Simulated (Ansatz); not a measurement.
The parent structure is TaSi$_{2}$ (space group P6_222, No. 180; a = 4.803 Å, c = 6.603 Å).

Level of theory: Ansatz (a first-principles code) PBE, no spin-orbit coupling.

Base values:

- Pressure = 0.0 GPa

Perturbation: every lattice vector is stretched by 2.90 %; the atoms relax in the strained cell.

Problem. Predict the new energy relative to the base.

Solution. The energy grows by 58 meV/atom.

Problem. Predict the new pressure.

Solution. The pressure (mean of the normal stresses, compression positive) goes from zero to -13.2 GPa.

No phonon test of stability was made. The final runs are not spin-polarised. An odd electron count without spin: TaSi2.
